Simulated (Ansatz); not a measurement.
The starting structures come from a database of crystals and need not be the phases stable at ambient conditions.

The decay constant κ of evanescent states in the gap governs leakage through a thin film.

```
CELL_PARAMETERS angstrom
      4.27679     0.00000     0.00000
      0.12202     4.27505     0.00000
      0.00000     0.00000     4.17636
ATOMIC_POSITIONS crystal
  Zr 0.49312 0.49312 0.50000
  Pb 0.05498 0.05498 0.00000
  O  0.96797 0.43685 0.50000
  O  0.43685 0.96797 0.50000
  O  0.44009 0.44009 0.00000
```

Space group of this cell: Amm2. The cell is taken as given; by r2SCAN its mean pressure is -5.5 GPa.

Transport runs along the normal of the first two printed cell vectors.

The gap is the functional's own, uncorrected, and κ follows it; spin-orbit coupling is left out. Mid-gap values are interpolated between the computed energies.

Question: Give the band gap and the smallest decay constant κ at mid-gap that r2SCAN (Ansatz, an electronic-structure program) yields.

Answer: Gap 3.11 eV on a 8×8×8 mesh; κ = 0.271 1/Å, at the zone centre.
